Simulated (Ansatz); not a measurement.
We consider MgO (R-3m, No. 166, 16 atoms in the cell; start mp-1180973; a measured phase of this formula has another space group), described by r²SCAN+rVV10 (plane waves, PAW; Ansatz, a program for electronic structure).

Run with plane-wave cutoff 560 eV, 14×14×14 k mesh, Fermi–Dirac smearing 0.01 eV, scalar-relativistic PAW data made under PBE.

Cell (relaxed at this level):

```xyz
16
Lattice="1.4771 0.8528 19.7062 -1.4771 0.8528 19.7062 0.0000 -1.7056 19.7062" Properties=species:S:1:pos:R:3 pbc="T T T"
Mg     0.0000     0.0000    22.2072
Mg     0.0000     0.0000    36.9113
Mg     0.0000     0.0000    46.8398
Mg     0.0000     0.0000    12.2786
Mg     0.0000     0.0000    54.1162
Mg     0.0000     0.0000     5.0022
Mg     0.0000     0.0000    29.5592
Mg     0.0000     0.0000     0.0000
O      0.0000     0.0000     8.6404
O      0.0000     0.0000    50.4781
O      0.0000     0.0000    25.9211
O      0.0000     0.0000    33.1973
O      0.0000     0.0000    18.4968
O      0.0000     0.0000    40.6217
O      0.0000     0.0000    15.9132
O      0.0000     0.0000    43.2052
```

Question: Give the computed band gap.

Answer: 
* **band gap**: 5.00 eV (on the SCF k mesh)

Note: the relaxation could not lower the start's symmetry, so the cell can be a saddle point above a distorted one.

Static lattice: no zero-point or thermal effects.

A start named mp-… is a Materials Project structure, which need not be a measured phase.
